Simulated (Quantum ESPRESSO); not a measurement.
Do energy and pressure agree? Two volumes of Al (Fm-3m, 1 atom in the cell)

```xyz
1
Lattice="0.0000 2.0311 2.0311 2.0311 0.0000 2.0311 2.0311 2.0311 0.0000" Properties=species:S:1:pos:R:3 pbc="T T T"
Al     0.0000     0.0000     0.0000
```

Level of theory: PBEsol, PseudoDojo standard norm-conserving (PBESOL) pseudopotentials (plane waves; Quantum ESPRESSO).

Settings: ecutwfc = 96 Ry; occupations = smearing; smearing = gaussian; degauss = 0.0073499 Ry; potentials = {Al: Al.upf}; K_POINTS = automatic 14 14 14 0 0 0; conv_thr = 1e-09 Ry; mixing_beta = 0.7. This cutoff ends a ladder whose last two steps agree within 1 meV/atom.

The second cell is the first with its lattice scaled by 0.98, at the same fractional positions.

The starting cell has typed, rounded lattice constants, without a prior relaxation at this level. Its lattice was rescaled by up to half a per cent.

| cell | volume (Å³/atom) | pressure (GPa) | F less the first cell's (meV/atom) |
|---|---|---|---|
| first | 16.7574 | -3.02 | 0.00 |
| second | 15.7720 | 1.82 | ? |

### Question
Estimate the energy of the second cell from the pressures, and the bulk modulus between the two volumes.

### Answer
With P = −dF/dV, the trapezoid gives ΔF ≈ −(P₁ + P₂)/2 · ΔV = −(-0.600 GPa) · (-0.9854 Å³) = -3.69 meV/atom (1 eV/Å³ = 160.22 GPa). The modulus at fixed fractional positions is B = −ΔP/Δln V = 80 GPa, a mean over the interval. P(V) is curved, so the trapezoid lies high by about |ΔV|³·B·(1 + B′)/(12·V̄²) = 0.75 meV/atom for an assumed B′ = 4, which leaves -4.44 meV/atom. The runs gave -4.47 meV/atom, a miss of 0.03 meV/atom. Cases were kept where this miss is small, so the page shows the method and is no test of it.

Left out of this page: 15 runs of the series outside the window shown, repeating another row's setting, or not comparable.
